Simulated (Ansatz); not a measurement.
Take Pt in the diamond structure (space group Fd-3m, No. 227; a = 5.7808 Å; a hypothetical phase, not in the database extracts checked; relaxed with 0.1 eV smearing) as the base. Axes: x, y, z lie along the cube axes.

The values are results of PBE (Ansatz, a first-principles code, PAW, spin-orbit coupling left out), not measurements.

It is then changed as follows: the cell is scaled by 1.0231 in all directions, atoms relaxed at fixed cell.

Task: Predict the stress tensor and what it implies for the stiffness.

Result: Stress of the strained cell less that of the base (GPa, compression positive):
```
   -6.4     0.0     0.0
    0.0    -6.4     0.0
    0.0     0.0    -6.4
```

Then B = −ΔP/(ΔV/V₀) with ΔV/V₀ = 0.0709 gives secant stiffness values (nonlinear terms included at this strain): B ≈ 91 GPa.

As a check, the harmonic strain energy −½ V₀ Δσ:ε is 34 meV/atom; the computed energy rise is 37 meV/atom.

No phonon test of stability was made. The final runs are not spin-polarised. Pt lies near a magnetic instability that expansion can trigger; it was not tested. Pt has a high density of states at the Fermi level and may be magnetic at this level.
